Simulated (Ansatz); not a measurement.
Results of revPBE (Ansatz, a program for electronic structure, PAW) for fluorite NiSi2.

Run with plane-wave cutoff 520 eV, 18×18×18 k mesh, Fermi–Dirac smearing 0.05 eV, no spin polarisation, scalar-relativistic PAW data made under PBE.

Equation-of-state points:

```tsv
V (Å³/atom)	E − E_lowest (meV/atom)
12.816	24.24
13.089	10.38
13.361	2.50
13.634	0.00
13.907	2.32
14.179	8.93
14.452	19.34
```

Fit the third-order Birch–Murnaghan equation and give B0 and B′.

V0 = 13.634 Å³/atom, B0 = 141 GPa, B′ = 4.6 (fit to the energies at full precision).

Measured, for comparison: equilibrium volume per atom 13.17 Å³/atom (temperature not stated, no zero-point or thermal correction; as tabulated in Wikipedia's data pages). Computed (rounded) less measured: equilibrium volume per atom +3.5 %.

Computed values are for the static lattice.

Computing time: very roughly 2.3 core-minutes.
